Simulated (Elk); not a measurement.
Input and output of a self-consistent single point for NiAl (P4mm, 2 atoms in the cell) (Elk).

Method of the run: LDA (PW92), all-electron FP-LAPW, Elk's shipped species files, default APW+lo basis in Elk 10.2.4.

```
CELL_PARAMETERS angstrom
      2.88133     0.00000     0.00000
      0.00000     2.88133     0.00000
      0.00000     0.00000     2.88133
ATOMIC_POSITIONS crystal
  Al 0.50000 0.50000 0.51735
  Ni 0.00000 0.00000 0.00000
```

Reference input (self-consistent single point, DFT, LDA (PW92), all-electron FP-LAPW, Elk's shipped species files, default APW+lo basis): swidth = 0.00367493 Ha; ngridk = 7 7 7; rmtscf = 0.95; maxscl = 100. This run's input differs from it in these lines:

```diff
@@ -6,4 +6,7 @@
 
+stype
+  0
+
 swidth
-  0.00367493
+  0.00734986
 
@@ -30,3 +33,3 @@
 ngridk
-  7 7 7
+  12 12 12
```

Output (repeated stretches shortened):

```
│ Self-consistent loop started │
│ Loop number : 1 │
 total energy                :     -1771.16068954
│ Loop number : 2 │
 total energy                :     -1770.60018885
RMS change in Kohn-Sham potential (target) :   0.2815079858     (  0.1000000000E-05)
Absolute change in total energy (target)   :   0.5605006899     (  0.1000000000E-03)
│ Loop number : 3 │
 total energy                :     -1766.59474123
RMS change in Kohn-Sham potential (target) :   0.1608081366     (  0.1000000000E-05)
Absolute change in total energy (target)   :    4.145572789     (  0.1000000000E-03)
│ Loop number : 4 │
   [... lines left out ...]
Absolute change in total energy (target)   :   0.7543681902E-03 (  0.1000000000E-03)
│ Loop number : 13 │
 total energy                :     -1760.36407255
RMS change in Kohn-Sham potential (target) :   0.1410172792E-05 (  0.1000000000E-05)
Absolute change in total energy (target)   :   0.2321742766E-03 (  0.1000000000E-03)
│ Loop number : 14 │
 total energy                :     -1760.36410357
RMS change in Kohn-Sham potential (target) :   0.1166547683E-06 (  0.1000000000E-05)
Absolute change in total energy (target)   :   0.2702132338E-04 (  0.1000000000E-03)
Convergence targets achieved

│ Loop number : 15 │

Energies :
 Fermi                       :     0.316357339378
 total energy                :     -1760.36411015

Density of states at Fermi energy :    23.31981032
 (states/Hartree/unit cell)

Estimated indirect band gap :   0.2004460892E-02
 from k-point    159 to k-point     61
Estimated direct band gap   :   0.4634586501E-01
 at k-point    192

Charges :
 core                        :    16.00000000
 valence                     :    25.00000000
 interstitial                :    2.657058020
 muffin-tins (core leakage)
  species :    1 (Al)
   atom    1                 :    11.12572538     (  0.8980249019E-03)
  species :    2 (Ni)
   atom    1                 :    27.21721660     (  0.5667511145E-03)
 total in muffin-tins        :    38.34294198
 total calculated charge     :    40.98773705
 total charge                :    41.00000000
 error                       :   0.1226295049E-01

│ Self-consistent loop stopped │
```

The run converged in 15 iterations. The count includes the last loop, which Elk runs after its targets are met. 

The starting cell has typed, rounded lattice constants, without a prior relaxation at this level. Its lattice was rescaled by up to half a per cent. One atom was moved a little off its site on purpose. Spin polarisation is off. Values depend on the basis (sphere radii, cutoffs, local orbitals), which need not be converged. The log's line on a gap gives a spacing of levels on this mesh, which the program prints for metals too.

Cost on one core of a shared machine: roughly 30 s.
